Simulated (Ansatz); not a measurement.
# Effect of Rh → I on Rh

The reference is Rh in the fcc (Cu type) structure (space group Fm-3m, No. 225; a = 3.7802 Å).

It is then changed as follows: every Rh is replaced by I, then cell and atoms are relaxed.

Calculations: PBEsol (Ansatz, an electronic-structure program), scalar-relativistic without spin-orbit coupling, earlier PAW set. Settings: 16×16×16 k-points, 0.05 eV Fermi–Dirac smearing, for the changed cell.

```json
{
  "volume_per_atom": "31.79 Å³ (base 13.50 Å³)",
  "density": "6.63 g/cm³ (base 12.65 g/cm³)",
  "lattice_parameter_a": "5.029 Å (base 3.780 Å)",
  "space_group": "Fm-3m (No. 225) (base Fm-3m (No. 225))",
  "band_gap": "zero (base zero)"
}
```

No phonon test of stability was made. As relaxed here, I is a hypothetical phase, not in the database extracts checked. All final runs are without spin polarisation.
